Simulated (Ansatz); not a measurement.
The reference is ScCuO2 (space group P6_3/mmc, No. 194; a = 3.203 Å, c = 11.284 Å).

Method: plane-wave PAW DFT at the PBEsol level (Ansatz, a quantum-chemistry and plane-wave program, 420 eV), no spin-orbit coupling.

It is then changed as follows: an isotropic linear strain of +1.06 %; the atoms relax in the strained cell.

Task: Predict the new mean gap deformation potential ΔEg/Δln V.

Result: The mean gap deformation potential ΔEg/Δln V amounts to 0.0 eV.

Stability against distortions was not tested. No Hubbard U is applied. All final runs are without spin polarisation.
